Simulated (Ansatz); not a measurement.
**HfSiO4 (I4₁/amd, No. 141; start COD 9000852): lattice parameter a by level of theory**

No measured value is used here.

Q: Put these levels in order of the lattice parameter a that they give for HfSiO4 (I4₁/amd, No. 141; start COD 9000852), smallest first: LDA (Ansatz, a first-principles code), PBE (Ansatz), PBE-D3(BJ) (Ansatz).

A: LDA (6.524 Å), PBE-D3(BJ) (6.608 Å), PBE (6.647 Å)

Density-functional levels without +SOC have no spin–orbit coupling. PBE, PBE-D3(BJ), LDA: the relaxation could not lower the start's symmetry, so the cell can be a saddle point above a distorted one. Ansatz's density-functional and Hartree–Fock values are scalar-relativistic unless marked +SOC, with PAW data made under PBE.
